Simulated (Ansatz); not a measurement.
Ta, response to strain

The reference is Ta in the bcc (W type) structure (space group Im-3m, No. 229; a = 3.306 Å; relaxed with 0.1 eV smearing). Axes: x, y, z lie along the cube axes.

Strains are applied to the cell and any free atomic positions relax; under biaxial strain the out-of-plane vector relaxes too.

Level of theory: r2SCAN in Ansatz (plane waves to 500 eV, PAW, no SOC).

Notes on the quantities. energy relative to the base: free energy F; pressure: mean of the normal stresses, compression positive.

```tsv
case	out-of-plane strain	energy relative to the base	pressure
base	–	0 meV/atom	0.0 GPa
biaxial strain −3.00 %, plane normal [001], relaxed out of plane	+3.90 %	+26 meV/atom	5.2 GPa
biaxial strain −2.50 %, plane normal [001], relaxed out of plane	+3.20 %	+18 meV/atom	4.3 GPa
biaxial strain −2.00 %, plane normal [001], relaxed out of plane	+2.52 %	+11 meV/atom	3.4 GPa
biaxial strain −1.50 %, plane normal [001], relaxed out of plane	+1.87 %	(withheld)	2.5 GPa
biaxial strain −1.00 %, plane normal [001], relaxed out of plane	+1.24 %	+2.7 meV/atom	1.6 GPa
biaxial strain −0.50 %, plane normal [001], relaxed out of plane	(withheld)	+0.7 meV/atom	0.8 GPa
```

Q: Some entries are withheld; estimate them.

A: 
- biaxial strain −1.50 %, plane normal [001], relaxed out of plane, energy relative to the base: +6.3 meV/atom
- biaxial strain −0.50 %, plane normal [001], relaxed out of plane, out-of-plane strain: +0.61 %

No phonon test of stability was made. All final runs are without spin polarisation.

Ansatz is a first-principles code.
